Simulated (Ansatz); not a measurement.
The starting structures come from a database of crystals and need not be the phases stable at ambient conditions.

By PBEsol, the system below comes out a metal.

A figure of merit of an interconnect metal is its ballistic conductance per area.

Data:

```xyz
1
Lattice="3.0089 0.0000 0.0000 -1.5045 2.6058 0.0000 1.5045 0.8686 2.4568" Properties=species:S:1:pos:R:3 pbc="T T T"
Ta     0.0000     0.0000     0.0000
```

Space group of this cell: Fm-3m, fcc (Cu type). The cell is strained (all lengths scaled by 1.02); by PBEsol its mean pressure is -10.2 GPa.

The current flows along the normal of the first two printed cell vectors, the (111) plane of the conventional cell. No spin-orbit coupling; the value is a mean over 0.1 eV about the Fermi level.

Task: State the ballistic conductance per area according to PBEsol (Ansatz, a first-principles code).

Result: 1.4 × 10¹⁵ S/m² for both spins.
